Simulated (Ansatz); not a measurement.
We consider pyrite PtAs2, described by RPBE (PAW; Ansatz, a quantum-chemistry and plane-wave program).

Settings: plane-wave cutoff 520 eV, 6×6×6 k mesh, Fermi–Dirac smearing 0.01 eV, scalar-relativistic PAW data made under PBE.

Computed at the level's own relaxed cell.

### Question
Predict the bulk modulus, volume per atom and lattice parameter a.

### Answer

bulk modulus: 125 GPa
volume per atom: 18.87 Å³/atom
lattice parameter a: 6.095 Å

Measured, for comparison: equilibrium volume per atom 17.70 Å³/atom, lattice constant a 5.967 Å (temperature not stated, not corrected to a static lattice; as tabulated in Wikipedia's data pages). Computed (rounded) less measured: equilibrium volume per atom +6.6 %, lattice constant a +2.1 %.

Note: the bulk modulus comes from volumes at which shape and atoms were relaxed.

Spin–orbit coupling is not included.

Static lattice: no zero-point or thermal effects.

Cost on a shared machine: about 18 core-minutes (a rough figure).
